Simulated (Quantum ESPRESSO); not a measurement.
A user runs Quantum ESPRESSO on YSi2 (P6/mmm, 3 atoms in the cell) and asks whether the run is sound. The aim is a self-consistent single point with DFT, LDA (PZ), plane waves, GBRV 1.5 ultrasoft (LDA) pseudopotentials.

Cell that was meant: a = 4.0755 Å, b = 4.0755 Å, c = 3.9901 Å, α = 90.00°, β = 90.00°, γ = 120.00°.

Part of the input:

```fortran
   mixing_beta = 0.7,
/
ATOMIC_SPECIES
Y     88.9058  si_lda_v1.uspp.F.UPF
Si    28.0850  y_lda_v1.4.uspp.F.UPF
ATOMIC_POSITIONS {alat}
Y   0.0000000000    0.0000000000    0.0000000000
Si  0.0000000000    0.5773502692    0.4895276308
Si  0.5000000000    0.2886751346    0.4895276308
K_POINTS {automatic}
12 12 11  0 0 0
```

Log, with long lists cut:

```
     G-vector sticks info
     --------------------
     sticks:   dense  smooth     PW     G-vecs:    dense   smooth      PW
   [... lines left out ...]
         3        Si     tau(   3) = (   0.5000000   0.2886751   0.4895276  )

     number of k points=   114  Fermi-Dirac smearing, width (Ry)=  0.0073

     Number of k-points >= 100: set verbosity='high' to print them.

     Dense  grid:    37339 G-vectors     FFT dimensions: (  45,  45,  45)

     Smooth grid:    13231 G-vectors     FFT dimensions: (  32,  32,  32)

     Initial potential from superposition of free atoms

     starting charge      25.9919, renormalised to      26.0000
     Self-consistent Calculation

     iteration #  1     ecut=    40.00 Ry     beta= 0.70

     Threshold (ethr) on eigenvalues was too large:
     Diagonalizing with lowered threshold

     total energy              =    -194.91893841 Ry
     estimated scf accuracy    <       0.19500007 Ry

     iteration #  2     ecut=    40.00 Ry     beta= 0.70

     total energy              =    -194.95481493 Ry
     estimated scf accuracy    <       0.29514863 Ry

     iteration #  3     ecut=    40.00 Ry     beta= 0.70

     total energy              =    -195.00828150 Ry
     estimated scf accuracy    <       0.00076516 Ry

   [... 4 blocks of this kind left out ...]

     iteration #  8     ecut=    40.00 Ry     beta= 0.70

     total energy              =    -195.01046248 Ry
     estimated scf accuracy    <       0.00000001 Ry

     iteration #  9     ecut=    40.00 Ry     beta= 0.70
     End of self-consistent calculation

     Number of k-points >= 100: set verbosity='high' to print the bands.

     the Fermi energy is    13.7708 ev

!    total energy              =    -195.01046248 Ry
     estimated scf accuracy    <          7.0E-11 Ry
     smearing contrib. (-TS)   =      -0.00647210 Ry
     internal energy E=F+TS    =    -195.00399038 Ry

     convergence has been achieved in   9 iterations

     Forces acting on atoms (cartesian axes, Ry/au):

     atom    1 type  1   force =     0.00000000    0.00000000    0.00000000
   [... zero for the other atoms too ...]

     Total force =     0.000000     Total SCF correction =     0.000000

          total   stress  (Ry/bohr**3)                   (kbar)     P=      221.54
   0.00288173  -0.00000000  -0.00000000          423.92       -0.00       -0.00
  -0.00000000   0.00288173  -0.00000000           -0.00      423.92       -0.00
  -0.00000000  -0.00000000  -0.00124540           -0.00       -0.00     -183.20

   JOB DONE.
```

Q: Is this run sound? If not, what is wrong?

A: The run is not sound. The fault is potential files assigned to the wrong elements. Each file describes one element; swapped files give the atoms the wrong cores and charges. To fix it, match the files to the elements. The run converged in 9 iterations without an error; against the sound input the pressure goes from -4.46 to 22.15 GPa. The full log also holds: “c_bands:  2 eigenvalues not converged”.

An input that runs soundly differs in these lines (not the only fix; some lines may just follow from the change or write a value another way):
```diff
-Y     88.9058  si_lda_v1.uspp.F.UPF
-Si    28.0850  y_lda_v1.4.uspp.F.UPF
+Y     88.9058  y_lda_v1.4.uspp.F.UPF
+Si    28.0850  si_lda_v1.uspp.F.UPF
-Y   0.0000000000    0.0000000000    0.0000000000
-Si  0.0000000000    0.5773502692    0.4895276308
-Si  0.5000000000    0.2886751346    0.4895276308
+Y     0.0000000000    0.0000000000    0.0000000000
+Si    0.0000000000    0.5773502692    0.4895276308
+Si    0.5000000000    0.2886751346    0.4895276308
```

With that input, the run converged in 9 iterations: free energy E − TS -1526.7885 eV; Fermi level (on the code's own zero) 10.78 eV; pressure -4.46 GPa (DFT, LDA (PZ), plane waves, GBRV 1.5 ultrasoft (LDA) pseudopotentials).

On the sound input: the starting cell comes from a database of computed structures (which also holds hypothetical and non-ambient phases and stackings), without a prior relaxation at this level. With a pressure of about -4 GPa the cell is away from its equilibrium volume at this level.
